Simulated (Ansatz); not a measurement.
Bulk modulus B0 of Nb2B2Ge (model structure, started from the Ti2InB2 type, P-6m2, No. 187, 5 atoms in the cell) at several levels of theory

No measured value is used here.

| level (code) | value (GPa) | cell (Å³/atom) |
|---|---|---|
| LDA (Ansatz) | 236 | 11.94 |
| PBE (Ansatz) | 209 | 12.48 |
| PBEsol (Ansatz) | 225 | 12.17 |
| r²SCAN (Ansatz) | 222 | 12.37 |

LDA, PBE, PBEsol, r²SCAN: the run has no spin polarisation, so it can have missed a magnetic state. LDA, PBE, PBEsol, r²SCAN: the bulk modulus is −V dP/dV from two relaxed cells at ±2 % in volume. Each level is taken at its own relaxed cell. Cutoffs differ between the levels. Ansatz's density-functional and Hartree–Fock values are scalar-relativistic unless marked +SOC, with PAW data made under PBE.

A model structure was made by putting elements into a prototype or built by hand; it is no filed structure, need not be a known phase, and can be a saddle point held by its symmetry.

Ansatz is a program for electronic structure.
